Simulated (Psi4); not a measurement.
Psi4 1.11, BP86/def2-svp: W(O)(NMe)(Br)(OSiH3) (C[N]=[W](=[O])([Br])[O][SiH3]), 13 atoms. The geometry is a generated start, not checked to be a minimum at this level.

```
Item                                                 Result
--------------------------  -------------------------------
task                                                 energy
method                                                 bp86
basis                                              def2-svp
memory                                                 3 GB
maxiter                                                 100
keys of the molecule block                      symmetry c1
scf_type                                       df (default)
guess                        auto, which took SAD (default)
scf_initial_accelerator                     adiis (default)
e_convergence                               1e-06 (default)
d_convergence                               1e-06 (default)
dft_radial_points                              75 (default)
dft_spherical_points                          302 (default)
effective core potentials   those of the basis set, past Kr
basis functions                                         168
grid points                                          279665
```

```xyz
13

W     -0.5924     0.6930     0.5612
O      0.1363     2.0968     1.1296
N     -0.7862     0.6265    -1.2178
C     -0.7745     0.9281    -2.6143
H     -1.7111     1.4229    -2.8984
H      0.0575     1.6031    -2.8619
H     -0.6772     0.0210    -3.2224
Br    -2.8080     0.6768     1.5071
O      0.2629    -0.8389     1.2580
Si     1.4894    -1.6444     1.9521
H      1.8453    -0.9494     3.2002
H      2.5882    -1.6474     0.9775
H      0.9697    -2.9882     2.2290
```

Charge 0 and multiplicity 1 are set for this test and not shown to be the ground state.

One run each on 2 threads. Values of diis_max_vecs tried: 3, 6, 10 (default), 20.

### Question
Which value of diis_max_vecs needs the fewest SCF iterations, and what happens away from it?

### Answer
Fewest SCF iterations, within one of each other: 10 (default) with 13, 20 with 13. The count rises to 100 at 3. All converge to one solution.

```
diis_max_vecs  SCF iterations            end
-------------  --------------  -------------
3                         100  same solution
6                          16  same solution
10 (default)               13  same solution
20                         13  same solution
```
